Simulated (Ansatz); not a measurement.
The parent structure is Lu in the hcp (Mg type) structure (space group P6_3/mmc, No. 194; a = 3.445 Å, c = 5.349 Å).

The values are results of PBEsol (Ansatz, a quantum-chemistry and plane-wave program; PAW; 420 eV plane waves; no spin-orbit coupling), not measurements.

For the base:

```
Item                  Result
-------------------  -------
Lattice parameter a  3.445 Å
Band gap                zero
```

One thing is altered: cell and atoms relaxed at a pressure of 4.5 GPa.

**Question.** How does this affect the lattice parameter a?

**Answer.** The lattice parameter a shrinks by 0.088 Å (3.445 Å → 3.357 Å).

**Question.** What happens to the band gap?

**Answer.** The band gap remains zero.

Load acts through the strain it causes; cell and atoms are relaxed under it. No phonon test of stability was made.
